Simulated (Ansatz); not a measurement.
**Effective masses and thermopower of CdSe (F-43m)**

Data:

```yaml
crystal:
  lattice:
    - [0.00000, 3.06679, 3.06679]
    - [3.06679, 0.00000, 3.06679]
    - [3.06679, 3.06679, 0.00000]
  atoms:
    - { symbol: Cd, position: [0.00000, 0.00000, 0.00000] }
    - { symbol: Se, position: [0.75000, 0.75000, 0.75000] }
```

Computed with r2SCAN with spin-orbit coupling, rigid bands (plane waves, PAW; Ansatz, a quantum-chemistry and plane-wave program). Cell: cell and atoms relaxed with r2SCAN.

| Property | Value |
|---|---|
| band gap | 0.93 eV |
| electron conductivity mass (300 K, dilute) | 0.103 mₑ |
| hole conductivity mass (300 K, dilute) | 0.79 mₑ |
| effective density of states N_c (300 K) | 7.7e17 cm⁻³ |
| effective density of states N_v (300 K) | 3.1e19 cm⁻³ |
| density-of-states mass, electrons | 0.098 mₑ |
| density-of-states mass, holes | 1.16 mₑ |
| Seebeck coefficient, n-type 1e19 cm⁻³, 300 K | -66 μV/K |
| best n-type power factor at 300 K for τ = 10 fs (best axis; densities from 1e16 to 1e21 cm⁻³ tried, whether or not they can be reached) | 1.19 μW/(cm·K²) at 3e18 cm⁻³ |
| Seebeck coefficient, p-type 1e19 cm⁻³, 300 K | 315 μV/K |

Rigid bands; masses and Seebeck coefficients take one relaxation time τ for all states and one kind of carrier; polarons and phonon drag are left out.
